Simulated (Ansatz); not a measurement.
A computed series for SnS: thickness series

The parent structure is SnS in the GeS type structure (space group Pnma, No. 62; a = 10.9125 Å, b = 3.9536 Å, c = 4.1105 Å).

Free-standing slabs (4 atom(s) a layer) normal to the stacking axis with 15 Å of vacuum; in-plane cell relaxed.

The values are results of PBEsol-D3(BJ) (Ansatz, a program for electronic structure), no spin-orbit coupling, earlier PAW set, not measurements.

Candidates:
(a) 3 layers
(b) 4 layers
(c) 1 layer

For the base:

| Property | Value |
|---|---|
| Band gap | 0.30 eV |

Order them by band gap, lowest first.

(b) 4 layers (0.55 eV), (a) 3 layers (0.64 eV), (c) 1 layer (1.23 eV)

Stability against distortions was not tested.
